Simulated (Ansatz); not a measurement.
Abridged Ansatz (an electronic-structure program) output:

```
Pseudopotential: Li, paw, valence charge 3
Pseudopotential: O, paw, valence charge 6
Crystal: 8 atoms, lattice volume = 63.897 Å³
Basis set: ecut = 420 eV, 1249 PW (Γ), exchange–correlation on 48×48×108 points (8 copies of the dense FFT grid, shifted against one another)
Bands: 26, of which v1, the nominal top of the filled ones, is band 18 counted from 1 (17 counted from 0)
Symmetry: 24 space group operations
k-points: 30 of 256
Functional: x = pbe(κ = 0.804, μ = 0.2195149727645171), c = pbe(β = 0.06672455060314922), warm-up for x = pbe(κ = 0.804, μ = 0.2195149727645171) + 0.25 (exact …
SCF iter   1: F=—  HF=-3089.866856 eV  |F-HF|=—  |Δ(HF+E_count)|=         —  Δρ=7.66e-3  dr2=1.05e-2  ethr=1.77e-3  ⟨swp⟩=8.9  Hψ=3559  notcnv=0
SCF iter   2: F=—  HF=-3089.865444 eV  |F-HF|=—  |Δ(HF+E_count)|=   1.41e-3  Δρ=3.48e-3  dr2=2.13e-3  ethr=2.92e-5  ⟨swp⟩=4.2  Hψ=1811  notcnv=0  defer=74
SCF 1 stopped early in 3 iterations: F = -3089.865359 eV  dr2 = 8.57e-6
Crystal: 8 atoms, lattice volume = 63.897 Å³
Functional: x = pbe(κ = 0.804, μ = 0.2195149727645171) + 0.25 (exact − pbe) at short range (hse, ω = 0.20786987370883472 Å⁻¹), c = pbe(β = 0.06672455060314922); HSE06 as pw.x's `hse` composes it (authors' and Libxc's form: `xc: wpbeh`)
SCF iter   1: F=—  HF=-3089.043543 eV  |F-HF|=—  |Δ(HF+E_count)|=         —  Δρ=8.69e-3  dr2=1.87e-2  ethr=2.38e-7  ⟨swp⟩=9.3  Hψ=4197  notcnv=0
SCF iter   2: F=—  HF=-3089.038149 eV  |F-HF|=—  |Δ(HF+E_count)|=   5.39e-3  Δρ=4.12e-3  dr2=4.57e-3  ethr=2.38e-7  ⟨swp⟩=4.0  Hψ=2685  notcnv=0
SCF 2 stopped early in 5 iterations: F = -3089.049257 eV  dr2 = 1.22e-5
Crystal: 8 atoms, lattice volume = 63.897 Å³
SCF iter   1: F=—  HF=-3089.049569 eV  |F-HF|=—  |Δ(HF+E_count)|=         —  Δρ=1.32e-4  dr2=5.39e-6  ethr=8.79e-7  ⟨swp⟩=4.3  Hψ=1822  notcnv=0
SCF iter   2: F=—  HF=-3089.049568 eV  |F-HF|=—  |Δ(HF+E_count)|=   1.52e-6  Δρ=3.02e-5  dr2=4.18e-7  ethr=4.69e-10  ⟨swp⟩=3.4  Hψ=3138  notcnv=0  defer=4
SCF 3 converged in 4 iterations: F = -3089.049570 eV  dr2 = 3.12e-9
Free energy (F): -3089.049570 eV
Internal energy: -3089.049570 eV  (E = F + TS)
E sigma→0 (E₀):  -3089.049570 eV
Fermi energy:    5.632409 eV
```

Task: What was computed, and what are the main results?

Result: Li2O2, 8 atoms in the cell, with plane-wave PAW DFT at the HSE06 level (Ansatz, 420 eV), no spin-orbit coupling. The last SCF converged to F = -3089.049570 eV, or -386.1312 eV per atom. The total energy compares only with runs of the same code, potentials and settings.

Single points use the geometry relaxed with PBEsol. HSE06 gaps are upper bounds (no full band path). Whether these cells are dynamically stable was not tested. The cell is Li₂O₂ (space group P6_3/mmc, No. 194; with O–O pairs, as in a peroxide).
